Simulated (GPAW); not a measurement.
Habitual settings against a tight run: CoAl (Pm-3m, 2 atoms in the cell)

Self-consistent single point.

```
CELL_PARAMETERS angstrom
      2.92950     0.00000     0.00000
      0.00000     2.92950     0.00000
      0.00000     0.00000     2.92950
ATOMIC_POSITIONS crystal
  Al 0.50000 0.50000 0.50000
  Co 0.00000 0.00000 0.00000
```

Level of theory: PBE, GPAW PAW datasets PBE (gpaw-data 1.0.1) (plane waves; GPAW).

Base settings: mode = pw; ecut = 850 eV; xc = PBE; kpts = 8 8 8; mesh shift (steps) = 0 0 0; occupations.name = methfessel-paxton; occupations.width = 0.2 eV; occupations.order = 0; nbands = -8; convergence.density = 1e-05 e/electron; convergence.energy = 1e-05 eV/electron; symmetry.symmorphic = false.

Tight run (finer mesh or higher cutoff; not a proven limit): ecut: 850 eV → 1190 eV; kpts: 8 8 8 → 11 11 11; convergence.density: 1e-05 e/electron → 4e-07 e/electron; convergence.energy: 1e-05 eV/electron → 8e-11 eV/electron; convergence.eigenstates: default → 8e-15. It gave Fermi level (on the code's own zero) 9.09 eV; pressure -11.29 GPa.

Quick runs, as changes from the base:
- A: the base itself
- B: ecut: 850 eV → 510 eV; kpts: 8 8 8 → 1 1 1
- C: ecut: 850 eV → 680 eV; kpts: 8 8 8 → 6 6 6; occupations.width: 0.2 eV → 0.272 eV
- D: ecut: 850 eV → 595 eV; kpts: 8 8 8 → 4 4 4
- E: ecut: 850 eV → 680 eV; kpts: 8 8 8 → 2 2 2; occupations.name: methfessel-paxton → marzari-vanderbilt; occupations.width: 0.2 eV → 0.272 eV; occupations.order: 0 → default; convergence.density: 1e-05 e/electron → 0.0004 e/electron; convergence.energy: 1e-05 eV/electron → 8e-05 eV/electron; convergence.eigenstates: default → 8e-09
- F: ecut: 850 eV → 510 eV; kpts: 8 8 8 → 3 3 3; kpts_shift: 0 0 0 → 0.5 0.5 0.5; occupations.width: 0.2 eV → 0.136 eV; occupations.order: 0 → 1; convergence.density: 1e-05 e/electron → 0.0004 e/electron; convergence.energy: 1e-05 eV/electron → 8e-05 eV/electron; convergence.eigenstates: default → 8e-09

Energies are extrapolated to zero smearing width, which holds to low order in the width alone.

The count of work is k-points × plane waves × bands × iterations; it is no time. 

The starting cell has typed, rounded lattice constants, without a prior relaxation at this level. Its lattice was rescaled by a random factor within 2.5 % of one. Spin polarisation is off. In the base run, with a pressure of about -11 GPa the cell is away from its equilibrium volume at this level.

```
run  energy less tight (meV/atom)  count of work / tight
---  ----------------------------  ---------------------
A                             4.2                   0.18
B                           671.2                 0.0019
C                             4.7                  0.084
D                            62.3                  0.033
E                           151.7                  0.018
F                           138.4                  0.014
```

Among the runs at the tight run's level, the energy misses run from 4.2 to 671.2 meV/atom.
